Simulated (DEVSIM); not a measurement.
Device: abrupt Si p-n junction, at 300 K.

Layer 1 from the left is Si, thickness (μm) 0.410, Na (cm⁻³) 1.5e17, τn (s) 2.5e-5, τp (s) 2.5e-5. Layer 2 from the left is Si, thickness (μm) 3.90, Nd (cm⁻³) 1.4e16, τn (s) 2.5e-5, τp (s) 2.5e-5.

Left contact: ohmic. Right contact: ohmic. Voltage is applied to the left contact. Recombination: SRH at mid-gap. Mobility is constant in doping.

Constants are typed, rounded textbook-type inputs, not results; the design itself was drawn at random and stands for no fabricated device. Values at 300 K.

Si: gap (eV) 1.124, affinity (eV) 4.05, permittivity 11.7, Nc (cm⁻³) 2.86e19, Nv (cm⁻³) 3.1e19, μn (cm²/Vs) 1417, μp (cm²/Vs) 470.

Q: Estimate by hand the built-in potential, the peak field at zero bias, the capacitance at -4 V, and compare with a numerical solution.

A: 
- Built-in potential: ni = √(Nc Nv) exp(−Eg/2kT) = 1.08e10 cm⁻³ with Eg = 1.124 eV; Vbi = kT/q ln(Na Nd/ni²) = 0.789 V; numerical 0.789 V.
- Peak field at zero bias: depletion approximation: W = √(2εVbi/(qN)) = 0.282 μm with N = 1.28e16 cm⁻³; field = 2Vbi/W = 55900 V/cm; numerical 54400 V/cm (estimate above by 2.8 %).
- Capacitance at -4 V: C = √(qεN / 2(Vbi + |V|)) = 14.9 nF/cm²; numerical 15.0 nF/cm² (estimate below by 0.54 %).

DEVSIM, 1D drift-diffusion, Boltzmann statistics, complete ionisation; no tunnelling, impact ionisation, image-force lowering or self-heating.
